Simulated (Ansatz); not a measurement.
**How far PBE and r2SCAN part for InP, In → B**

Consider InP in the zinc blende structure (space group F-43m, No. 216; a = 5.9598 Å).

(Cell as relaxed with PBE.)

Levels (all Ansatz, an electronic-structure program, PAW, earlier PAW set): PBE (420 eV, no spin-orbit coupling); r2SCAN (500 eV, no spin-orbit coupling).

Each level relaxes its own structure.

| base | PBE | r2SCAN |
|---|---|---|
| volume per atom | 26.46 Å³ | 25.77 Å³ |
| lattice parameter a | 5.960 Å | 5.907 Å |
| band gap | 0.44 eV | 1.02 eV |

The change: B takes the place of In on all its sites, then cell and atoms are relaxed.

```tsv
quantity	PBE	r2SCAN
band gap	1.25 eV	1.41 eV
hole mass (degenerate bands, along [100])	0.26, 0.26, 0.33 mₑ (at Γ)	0.24, 0.24, 0.32 mₑ (at Γ)
lattice parameter a	4.548 Å	4.536 Å
```

PBE's band gap lies 0.16 eV below r2SCAN's; PBE's lattice parameter a lies 0.012 Å above r2SCAN's (0.3 %). Neither level is exact; r2SCAN is the comparison here, not a measurement.

Masses are band curvatures over ±0.01 Å⁻¹ around the edge. Stability against distortions was not tested.
